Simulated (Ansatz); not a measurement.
# InAs (model structure, started from the CsCl type, Pm-3m, No. 221, 2 atoms in the cell): properties by level of theory

```json
[
 {"level (code)": "LDA (Ansatz)", "lattice constant a (Å)": "3.479", "cohesive energy (eV/atom)": "3.37"},
 {"level (code)": "PBE-D3(BJ) (Ansatz)", "lattice constant a (Å)": "3.521", "cohesive energy (eV/atom)": "[?]"},
 {"level (code)": "r²SCAN+rVV10 (Ansatz)", "lattice constant a (Å)": "3.525", "cohesive energy (eV/atom)": "[?]"}
]
```

**Question.** Some entries are withheld; supply them.

**Answer.** 
- PBE-D3(BJ) (Ansatz, an electronic-structure program), cohesive energy (eV/atom): 2.85
- r²SCAN+rVV10 (Ansatz), cohesive energy (eV/atom): 2.67

Ansatz's density-functional and Hartree–Fock values are scalar-relativistic unless marked +SOC, with PAW data made under PBE.

Free atoms are spin-polarised, in the lowest state found; at levels without +SOC their spin–orbit coupling is left out.

The computed numbers hold no vibrational or temperature effects.

A model structure was made by putting elements into a prototype or built by hand; it is no filed structure, need not be a known phase, and can be a saddle point held by its symmetry.
